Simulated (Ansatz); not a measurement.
The parent structure is ZnS in the zinc blende structure (space group F-43m, No. 216).

```yaml
crystal:
  lattice:
    - [0.00000, 2.69455, 2.69455]
    - [2.69455, 0.00000, 2.69455]
    - [2.69455, 2.69455, 0.00000]
  atoms:
    - { symbol: Zn, position: [0.00000, 0.00000, 0.00000] }
    - { symbol: S, position: [0.25000, 0.25000, 0.25000] }
```

Cartesian axes are those of the cell as printed.

Computed with r2SCAN in Ansatz (plane waves to 500 eV, PAW, no SOC).

Base values:

| Property | Result |
|---|---|
| Valence-band top at Γ | 0.00, 0.00, 0.00 eV |
| Pressure | 0.00 GPa |
| Band gap | 2.70 eV |

Now apply this change: biaxial strain +0.83 %, plane normal [111], relaxed out of plane (Cartesian); in-plane vectors clamped, the third vector and the atoms free.

Q: What happens to the valence-band top at Γ, pressure and band gap?

A: The valence-band top at Γ (three highest levels, from the VBM) becomes 0.00, -0.07, -0.07 eV (base: 0.00, 0.00, 0.00 eV); the pressure (mean of the normal stresses, compression positive) goes from zero to -0.88 GPa; the band gap shrinks by 0.10 eV (2.70 eV → 2.60 eV).

No phonon test of stability was made.

Ansatz is a first-principles code.
